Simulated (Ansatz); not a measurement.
**InAs under a change: pressure 15 GPa**

Consider InAs in the zinc blende structure (space group F-43m, No. 216; a = 6.026 Å).

It is then changed as follows: cell and atoms relaxed at a pressure of 15 GPa.

Level of theory: LDA, PAW, 420 eV (Ansatz, a first-principles code; spin-orbit coupling left out). Settings: 10×10×10 k-points, 0.05 eV Fermi–Dirac smearing.

| quantity | base | changed | shift |
|---|---|---|---|
| density | 5.76 g/cm³ | 6.81 g/cm³ | +1.05 g/cm³ |
| lattice parameter a | 6.026 Å | 5.698 Å | -0.3285 Å |
| shortest interatomic distance | 2.609 Å | 2.467 Å | -0.142 Å |
| enthalpy H = E + PV relative to the base's energy | – | +2.33 eV/atom | – |
| band gap | zero | 0.46 eV | – |
| electron mass | – | 0.031 mₑ (at Γ) | – |
| hole mass (degenerate bands, along [100]) | – | 0.030, 0.31, 0.31 mₑ (at Γ) | – |
| valley order (the lowest conduction-band minima on the path, energy above the VBM, named in the base's zone) | – | Γ 0.46 eV; X along ⟨100⟩ 1.09 eV; L along ⟨111⟩ 1.18 eV | – |

Final structure:

```xyz
2
Lattice="0.0000 2.8488 2.8488 2.8488 0.0000 2.8488 2.8488 2.8488 0.0000" Properties=species:S:1:pos:R:3 pbc="T T T"
In     0.0000     0.0000     0.0000
As     1.4244     1.4244     1.4244
```

Cost of the whole job for the changed cell (relaxation, final SCF and bands): roughly 26 core-seconds.

Load acts through the strain it causes; cell and atoms are relaxed under it. Masses are band curvatures over ±0.01 Å⁻¹ around the edge. Stability against distortions was not tested. All final runs are without spin polarisation. Measured, InAs leaves this structure (for rock salt) near 7 GPa (temperature not stated; as listed in Datta, Sujoy, Jana, Debnarayan, arXiv (2020)). The zero or small gap of InAs can change with the level of theory.
